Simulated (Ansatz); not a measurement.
The reference is Cu in the fcc (Cu type) structure (space group Fm-3m, No. 225; a = 3.564 Å; relaxed with 0.1 eV smearing).

Computed with PBEsol (Ansatz, a first-principles code), spin-orbit coupling left out.

Before the change:

The pressure is 0.0 GPa.

One thing is altered: an isotropic linear strain of −0.50 %, atoms relaxed at fixed cell.

**Question.** Predict the new energy relative to the base and pressure.

**Answer.** The energy rises by 1.4 meV/atom; the pressure goes from zero to 2.6 GPa.

Whether these cells are dynamically stable was not tested. All final runs are without spin polarisation.
